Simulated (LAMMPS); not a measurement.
MD of NaI (rock salt) at zero pressure over temperature, 1000 atoms; each row names its start.

Computed with classical MD, rigid Lennard-Jones ions of Joung and Cheatham, J. Phys. Chem. B 112, 9020 (2008), set for SPC/E water, PPPM sums, 10 Å cutoff with tail terms, run in LAMMPS.

```json
[
 {"T (K), start": "100, crystal", "state": "crystal; no diffusion seen in 30 ps", "volume": "33.628 ± 0.001 Å³/atom", "enthalpy": "-3.6708 ± 0.0001 eV/atom", "first peak of g(r), I-Na": "3.22 Å, height 15.4", "coordination number of I by Na": "6.00 (counted to 4.38 Å)"},
 {"T (K), start": "300, crystal", "state": "crystal; no diffusion seen in 30 ps", "volume": "34.449 ± 0.002 Å³/atom", "enthalpy": "-3.6172 ± 0.0001 eV/atom", "first peak of g(r), I-Na": "3.21 Å, height 8.9", "coordination number of I by Na": "6.00 (counted to 4.46 Å)"},
 {"T (K), start": "570, crystal", "state": "crystal; no diffusion seen in 30 ps", "volume": "35.733 ± 0.002 Å³/atom", "enthalpy": "-3.5413 ± 0.0001 eV/atom", "first peak of g(r), I-Na": "3.20 Å, height 6.1", "coordination number of I by Na": "6.00 (counted to 4.58 Å)"},
 {"T (K), start": "710, crystal", "state": "crystal; no diffusion seen in 30 ps", "volume": "36.497 ± 0.005 Å³/atom", "enthalpy": "-3.5001 ± 0.0002 eV/atom", "first peak of g(r), I-Na": "3.20 Å, height 5.6", "coordination number of I by Na": "6.00 (counted to 4.58 Å)"},
 {"T (K), start": "860, crystal", "state": "crystal; no diffusion seen in 30 ps", "volume": "37.416 ± 0.010 Å³/atom", "enthalpy": "-3.4544 ± 0.0004 eV/atom", "first peak of g(r), I-Na": "3.20 Å, height 4.8", "coordination number of I by Na": "6.00 (counted to 4.62 Å)"},
 {"T (K), start": "1000, crystal", "state": "crystal; no diffusion seen in 30 ps", "volume": "38.392 ± 0.010 Å³/atom", "enthalpy": "-3.4092 ± 0.0004 eV/atom", "first peak of g(r), I-Na": "3.19 Å, height 4.7", "coordination number of I by Na": "6.00 (counted to 4.66 Å)"}
]
```

Measured melting point: 934.1 K (chemicals 1.5.2 (Python package), Misc/Physical Constants of Inorganic Compounds.csv; one source, unchecked).

Caution: the potential ionic pair potential joung2008 is fitted for ions in water and for crystals near room temperature.

Caution (rows 570, crystal; 710, crystal; 860, crystal; 1000, crystal): a run this short can hold a crystal over, or a liquid under, the potential's own melting point, which these runs don't give.

From the crystal rows between 100 and 300 K, estimate the mean linear expansion coefficient and the heat capacity. The slope of ln V over three gives 40 × 10^-6 /K, and dH/dT = 3.1 kB/atom. Nuclei are classical here, so the heat capacity stays near 3 kB/atom, where a real crystal's falls off below its Debye temperature.

States go by the mean squared displacement: a species diffuses where it passes 1.5 Å², still rises and gives D over 1e-6 cm²/s; a crystal has left its structure where atoms lie 0.35 Å off their sites on average or a cubic box changes its shape by 3 %, or the axial ratios of another lie 8 % off the starting cell's, which the potential's own relaxation can also do.

Uncertainties are statistical and leave out the potential's own error.
